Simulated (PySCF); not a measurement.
PySCF 2.14.0, B3LYP/def2-svp, df: p-cresol (Cc1ccc(O)cc1), 16 atoms. The geometry is a generated start, not checked to be a minimum at this level.

```
Quantity                      Result
-------------------  ---------------
task                          energy
method                         b3lyp
basis                       def2-svp
two-electron scheme  density fitting
mol.max_memory               3000 MB
mf.max_cycle                     100
mf.conv_tol          1e-09 (default)
mf.grids.level           3 (default)
basis functions                  152
grid points                   191376
```

```xyz
16

C     -2.4530     0.0588     0.3122
C     -0.9689    -0.0058     0.1058
C     -0.1020     0.6537     0.9659
C      1.2668     0.6147     0.7683
C      1.7958    -0.0912    -0.3039
O      3.1370    -0.1608    -0.5378
C      0.9365    -0.7550    -1.1733
C     -0.4270    -0.7081    -0.9644
H     -2.9345    -0.8419    -0.0610
H     -2.6930     0.1768     1.3664
H     -2.8694     0.9114    -0.2260
H     -0.4996     1.2073     1.8045
H      1.9283     1.1341     1.4509
H      3.6092     0.3362     0.1411
H      1.3575    -1.3010    -2.0025
H     -1.0838    -1.2293    -1.6460
```

With the defaults (mf.DIIS = CDIIS, mf.diis = true, mf.damp = 0, mf.diis_start_cycle = 1, mf.diis_space = 8, mf.init_guess = minao, newton = off) it converges in 13 Fock builds. One run each on 2 threads, 1 BLAS thread, with these changes:
- newton = Hessian by the SCF's own integrals
- mf.init_guess = atom
- mf.diis_space = 5
- mf.diis = false
- mf.damp = 0.3, mf.diis_start_cycle = 4
- mf.init_guess = mod_huckel
- mf.DIIS = EDIIS
- mf.init_guess = 1e
- mf.DIIS = ADIIS

Q: Name the settings that don't reach the solution of the defaults.

A: No convergence: mf.DIIS = EDIIS; mf.diis = false (the run ends without SCF convergence in 100 cycles). The rest reach the solution of the defaults.

```csv
setting,Fock builds,end
the defaults,13,same solution
mf.diis_space = 5,13,same solution
mf.init_guess = atom,13,same solution
"mf.damp = 0.3, mf.diis_start_cycle = 4",15,same solution
mf.init_guess = mod_huckel,15,same solution
mf.DIIS = ADIIS,16,same solution
mf.init_guess = 1e,20,same solution
newton = Hessian by the SCF's own integrals,27,same solution
mf.DIIS = EDIIS,101,no convergence
mf.diis = false,101,no convergence
```

Under newton the count holds the products with the orbital Hessian.
